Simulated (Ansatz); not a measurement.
Structures of equal composition on the (111) surface of diamond (C plane on top): (√3x√3)R30° Ga adatom at H3; (√3x√3)R30° Ga adatom at T4. The slabs share one bottom face, and each structure is named by its start. These are constructed structures in small cells; real faces may alloy, dewet or reconstruct in larger ones, and not all known structures of the face are among them. Slabs of about 9 Å, Fermi-Dirac smearing of 0.025 eV. Bottom of the slabs: H caps. Relaxed from the named starts with such symmetry as they have, on meshes of like density; energies extrapolated to zero smearing; spin only where a row says so; no spin-orbit coupling, no U. Brackets mark spin-polarised runs, whose order is one that fits the cell. Where a second, spin-polarised start was run, the lower counts.

The numbers are results of r2SCAN, at the PBE geometry (plane waves to 500 eV, PAW; Ansatz, a first-principles code), not measurements.

Task: Order them by energy per 1x1 cell (lowest first) at the level r2SCAN, at the PBE geometry.

Result: (√3x√3)R30° Ga adatom at T4 (0.000 eV), (√3x√3)R30° Ga adatom at H3 (0.073 eV)
